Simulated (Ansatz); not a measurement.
# Lattice thermal conductivity of zinc blende CdSe

Method: a three-phonon Boltzmann calculation with natural isotopes; DFT at the r2SCAN level (Ansatz, a quantum-chemistry and plane-wave program); third-order constants from a 54-atom supercell out to 5.6 Å, harmonic mesh 6×6×6, k mesh 6×6×6, scattering mesh 15×15×15. The cell was generated from a structure type, relaxed within its symmetry, and need not be the phase found at ambient conditions. Dynamical quadrupoles are not included in the interpolation of the phonons between the solved wave vectors. Unless called populations, κ holds the coherence term between modes besides the Boltzmann populations.

```tsv
T (K)	κ (W/m/K)	κ, relaxation time	coherences (mean)
100	43	42	0.049
150	28	27	0.066
200	21	20	0.076
250	16	16	0.081
300	14	13	0.084
400	10	10	0.087
500	8.4	8.2	0.089
600	7.1	6.9	0.092
```

```
Property                            Result
---------------------------------  -------
highest phonon frequency           6.0 THz
exponent n of κ ∝ T⁻ⁿ above 300 K     0.96
```

Four-phonon, boundary and defect scattering are left out; adding them would lower the computed value.

No phase change or melting is allowed for: the numbers belong to this structure as given.

The PAW data sets were generated under PBE and serve the other functionals too.
